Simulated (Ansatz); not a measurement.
Density of states of monolayer InSe above the conduction band minimum, HSE06, rigid bands (Ansatz, a first-principles code); cell area 14.44 Å².

```csv
energy from edge (eV),10⁻³ states/eV/cell
0.006,117
0.031,115
0.056,121
0.081,122
0.106,122
0.131,132
0.156,132
0.181,135
0.206,138
0.231,144
0.256,146
0.281,148
0.319,159
0.344,169
0.369,167
0.394,172
0.419,178
0.444,184
0.469,189
0.494,185
0.519,204
0.544,210
0.569,213
0.594,219
```

What effective density of states at 300 K does this give (∫ g(E) exp(−E/k_BT) dE, both spins, divided by the cell's size)?

2.2e12 cm⁻².

Spin-orbit coupling is left out. Geometry: cell and atoms relaxed with PBE.

Model free-standing layer, not matched to a measured one here: monolayer InSe.
